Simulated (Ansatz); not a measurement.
Base system: InP in the zinc blende structure (space group F-43m, No. 216; a = 5.9070 Å). Axes: x, y, z lie along the cube axes.

Computed with r2SCAN (Ansatz, a quantum-chemistry and plane-wave program), without spin-orbit coupling.

Before the change:

The valley order comes out as Γ 1.03 eV; L along ⟨111⟩ 1.80 eV; X along ⟨100⟩ 2.04 eV and the shortest interatomic distance comes out as 255.8 pm. The valence-band top at Γ is 0.00, 0.00, 0.00 eV.

Modification: compressive biaxial strain of 0.42 % in the plane normal to [111], as in epitaxy on a mismatched substrate; the out-of-plane cell vector and the atoms relax.

### Question
How does this affect the valley order, shortest interatomic distance, valence-band top at Γ and energy relative to the base?

### Answer
The valley order (the lowest conduction-band minima on the path, energy above the VBM, named in the base's zone) changes from Γ 1.03 eV; L along ⟨111⟩ 1.80 eV; X along ⟨100⟩ 2.04 eV to Γ 1.05 eV; L along [1-11] 1.78 eV; L along [111] 1.86 eV; X along [100] 2.02 eV; the shortest interatomic distance shrinks by 0.63 pm to 255.1 pm; the valence-band top at Γ (three highest levels, from the VBM) becomes 0.00, 0.00, -0.04 eV (base: 0.00, 0.00, 0.00 eV); the energy goes up by 0.4 meV/atom.

The levels and masses belong to the bands next to the band gap. Whether these cells are dynamically stable was not tested.
